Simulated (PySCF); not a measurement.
PySCF 2.14.0, PBE0/def2-svpd, df: Ga(CF3)(OH)2 ([OH][Ga]([OH])[C](F)(F)F), 9 atoms. The geometry is a generated start, not checked to be a minimum at this level.

| Property | Value |
|---|---|
| task | energy and gradient |
| method | pbe0 |
| basis | def2-svpd |
| two-electron scheme | density fitting |
| mol.max_memory | 7000 MB |
| mf.init_guess | minao (default) |
| mf.DIIS | CDIIS (default) |
| mf.diis_space | 8 (default) |
| mf.conv_tol | 1e-09 (default) |
| basis functions (reference run) | 189 |
| grid points (reference run) | 819336 |

```xyz
9

Ga     0.2713     0.4371     0.3632
C     -0.5001    -1.1001    -0.7549
F     -1.8279    -1.2135    -0.5770
F      0.0485    -2.2764    -0.4653
F     -0.3145    -0.8718    -2.0690
O      1.2841    -0.0917     1.6533
H      1.6474     0.4610     2.3437
O     -0.0575     2.1190     0.1045
H     -0.5513     2.5363    -0.5985
```

Differences are taken against the run with mf.grids.level = 8; no run here is proven converged. One run each, on a shared machine, so no times are given.

Measured:

```tsv
setting	grid points	energy against the reference	difference in forces (largest component)
the reference	819336	—	—
mf.grids.level = 6	512488	under 0.001 meV/atom	0.32 meV/Å
mf.grids.level = 5	352928	under 0.001 meV/atom	0.59 meV/Å
mf.grids.level = 4	233432	under 0.001 meV/atom	1.2 meV/Å
mf.grids.level = 3 (default)	125592	+0.0067 meV/atom	4.8 meV/Å
mf.grids.level = 2	92472	+0.024 meV/atom	5.6 meV/Å
mf.grids.level = 1	43800	−0.066 meV/atom	13 meV/Å
```

Task: Estimate the difference from the reference for mf.grids.level = 0.

Result: grid points: 10184; energy against the reference: +260 meV/atom; difference in forces (largest component): 270 meV/Å. Total energies are compared; such shifts often cancel in part in energy differences. The gradients leave out the derivatives of the grid weights.
